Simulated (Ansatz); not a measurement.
YN: thickness series

The reference is YN in the rock salt structure (space group Fm-3m, No. 225; a = 4.896 Å). Axes: x, y, z lie along the cube axes.

Free-standing slabs (2 atom(s) a layer) normal to the z axis with 15 Å of vacuum; in-plane cell held at bulk.

Calculations: r2SCAN, PAW, 500 eV (Ansatz, an electronic-structure program; no SOC).

Before the change:

The band gap is 0.58 eV.

### Question
The aim is a band gap between 0.65 eV and 0.71 eV. Which of these changes reaches it?
A) 7 layers
B) 4 layers
C) 2 layers

### Answer
B, 4 layers. It gives 0.67 eV; 7 layers gives 0.57 eV; 2 layers gives 1.05 eV. Changes not listed may reach it too

No phonon test of stability was made.
